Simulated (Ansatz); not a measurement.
Take InAs in the zinc blende structure (space group F-43m, No. 216) as the base.

```xyz
2
Lattice="0.0000 3.0547 3.0547 3.0547 0.0000 3.0547 3.0547 3.0547 0.0000" Properties=species:S:1:pos:R:3 pbc="T T T"
As     1.5273     1.5273     1.5273
In     0.0000     0.0000     0.0000
```

Cartesian axes are those of the cell as printed.

Level of theory: r2SCAN (Ansatz, a first-principles code), without spin-orbit coupling.

Base values:

| Quantity | Result |
|---|---|
| Gap character | direct at Γ |

It is then changed as follows: compressive biaxial strain of 0.20 % in the plane normal to [110], as in epitaxy on a mismatched substrate; the out-of-plane cell vector and the atoms relax.

Task: How does this affect the out-of-plane strain?

Result: The out-of-plane strain comes out as +0.14 %.

Task: Estimate the effect on the gap character.

Result: The gap character remains direct at Γ.

No phonon test of stability was made. k-point labels follow each cell's own Brillouin zone.
